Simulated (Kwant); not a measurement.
Model system: In0.53Ga0.47As/In0.52Al0.48As stack with 1 barrier. One parabolic valley. Leads of mass 0.041 mₑ with the band edge at 0; grid 0.1 nm; bias swept from 0.0208 to 0.44254 V, dropping linearly over the stack. Emitter Fermi level 0.056 eV, 300 K, equal in the collector.

| layer | thickness (nm) | band offset (eV) | mass (mₑ) |
|---|---|---|---|
| 1 | 1.7 | 0.52 | 0.075 |

Constants are typed, rounded textbook-type inputs, not results; the design itself was drawn at random and stands for no fabricated device.

Kwant, one-band effective-mass tight-binding model in one dimension, coherent, no space charge, current by the Tsu-Esaki formula.

Sweep values stay those of the base run.

The temperature was swept, all else fixed.

| temperature (K) | J (A/cm²) at bias = 0.4425 V | J (A/cm²) at bias = 0.2317 V | J (A/cm²) at bias = 0.1262 V | J (A/cm²) at bias = 0.3371 V |
|---|---|---|---|---|
| 4 | 123000 | 96500 | 79000 | 110000 |
| 77 | 133000 | 105000 | 85900 | 119000 |
| 150 | 160000 | 127000 | 105000 | 144000 |
| 300 | ___ | ___ | ___ | ___ |

### Question
Fill in the missing entries.

### Answer

- 300, J (A/cm²) at bias = 0.4425 V: 265000
- 300, J (A/cm²) at bias = 0.2317 V: 212000
- 300, J (A/cm²) at bias = 0.1262 V: 176000
- 300, J (A/cm²) at bias = 0.3371 V: 240000
